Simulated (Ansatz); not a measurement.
## What biaxial strain −2.08 %, plane normal [111], relaxed out of plane does to InAs

Take InAs in the zinc blende structure (space group F-43m, No. 216; a = 6.0261 Å) as the base. Axes: x, y, z lie along the cube axes.

The change: biaxial strain −2.08 %, plane normal [111], relaxed out of plane (Cartesian); in-plane vectors clamped, the third vector and the atoms free.

Level of theory: LDA/PAW in Ansatz (a program for electronic structure), spin-orbit coupling left out. k-mesh 10×10×10 (Γ-centred); smearing 0.05 eV (Fermi–Dirac).

* **Volume per atom**: 26.58 Å³ (base 27.35 Å³)
* **Space group**: R3m (No. 160) (base F-43m (No. 216))
* **Shortest interatomic distance**: 2.580 Å (base 2.609 Å)
* **Energy relative to the base (free energy F)**: +9.4 meV/atom
* **Pressure (mean of the normal stresses, compression positive)**: 1.8 GPa (base 0.0 GPa)
* **Band gap**: zero (base zero)
* **Out-of-plane strain**: +1.36 % (rough)
* **Mean in-plane stress (compression positive)**: +2.7 GPa (rough)

The mesh was chosen for an insulator and is coarse for the gapless case. Without a gap, meshes like the base's 10×10×10 leave anisotropic stresses uncertain by several tenths of a GPa, and small strain energies with them. Whether these cells are dynamically stable was not tested. All final runs are without spin polarisation. The zero or small gap of InAs can change with the level of theory.
